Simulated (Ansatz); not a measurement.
Consider Al vacancy in corundum, charge state -3. The step: a nearby Al atom hops onto the vacant site; the atom moves 2.41 Å along (-0.28, 0.28, 0.03) of the unit cell; the moving atom starts with neighbours O at 1.77, O at 1.83, O at 1.92, O at 2.00, O at 2.03, O at 2.19 Å and ends with O at 1.77, O at 1.83, O at 1.92, O at 2.00, O at 2.03, O at 2.19 Å. A PBE band in Ansatz (plane-wave PAW, the Γ point alone, 270 host sites, 157 SCF runs with any check of the saddle's order, static, no finite-size correction) gives a forward barrier of 1.39 eV. The saddle point's order was not checked. The charge state is imposed; whether it is stable for some Fermi level was not computed. Forms of the defect that were not tried may lie lower.

Single points at the band's start and saddle point can refine it. Rough cost of one point, in units of the band's mean SCF on the same machine:

```json
[
 {"Level": "PBE, a 2×2×2 k-point mesh shifted by half a step along c", "Cost of one point": "about 10"},
 {"Level": "r2SCAN at 500 eV, the Γ point alone", "Cost of one point": "about 3"},
 {"Level": "HSE06, Γ point alone", "Cost of one point": "about 30"}
]
```

Task: Which of these move the barrier by more than 0.1 eV, and how far does each move it?

Result: Not one does. PBE, a 2×2×2 k-point mesh shifted by half a step along c: 0.00 eV; r2SCAN at 500 eV, the Γ point alone: -0.04 eV; HSE06, Γ point alone: -0.07 eV. Each functional is compared with PBE at the same k-points.

Ansatz is a first-principles code.
